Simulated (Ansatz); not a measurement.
## HgTe (P3₁21, No. 152, 6 atoms in the cell; start mp-358; a measured phase of this formula has another space group)

These are PBEsol+SOC (Ansatz, a quantum-chemistry and plane-wave program, PAW) values and carry that method's errors.

Numerical settings: plane-wave cutoff 520 eV, 12×12×4 k mesh (along the axes of the cell as run), Fermi–Dirac smearing 0.01 eV, PAW data made under PBE.

Cell (relaxed with PBEsol):

```yaml
crystal:
  lattice:
    - [4.51289, 0.00000, 0.00000]
    - [-2.25644, 3.90827, 0.00000]
    - [0.00000, 0.00000, 10.15524]
  atoms:
    - { symbol: Hg, position: [0.35677, 0.35677, 0.00000] }
    - { symbol: Hg, position: [0.64323, 0.00000, 0.33333] }
    - { symbol: Hg, position: [0.00000, 0.64323, 0.66667] }
    - { symbol: Te, position: [0.45882, 0.45882, 0.50000] }
    - { symbol: Te, position: [0.54118, 0.00000, 0.83333] }
    - { symbol: Te, position: [0.00000, 0.54118, 0.16667] }
```

- band gap: 0.28 eV (indirect)
- smallest direct gap on the k points sampled: 0.35 eV

Note: cell and atoms aren't relaxed at this level (largest force component 0.04 eV/Å, pressure -0.4 GPa).

The computed numbers hold no vibrational or temperature effects.

A start named mp-… is a Materials Project structure, which need not be a measured phase.
